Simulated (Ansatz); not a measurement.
# A computed series for BN: response to strain

Base system: BN in the wurtzite structure (space group P6_3mc, No. 186; a = 2.555 Å, c = 4.225 Å). Axes: x lies along a and z along c of the hexagonal cell.

Strains are applied to the cell and any free atomic positions relax.

Calculations: PBE in Ansatz (plane waves to 420 eV, PAW, no SOC).

Notes on the quantities. energy relative to the base: free energy F.

| uniaxial strain ε_zz (%) | energy relative to the base (meV/atom) |
|---|---|
| -2.4 | 11.4 |
| -1.8 | 6.4 |
| -1.2 | 2.8 |
| -0.6 | ? |
| 0 | 0.0 |

**Question.** Fit ΔE = Aε² + Bε³ (ε in %) to the rows shown and predict the withheld row.

**Answer.** Least squares on the printed values gives A = 1.94 and B = -0.018 meV/atom (largest residual 0.0 meV/atom); this predicts 0.7 meV/atom, and the run gives 0.7 meV/atom, in agreement.

Stability against distortions was not tested.

Ansatz is a program for electronic structure.
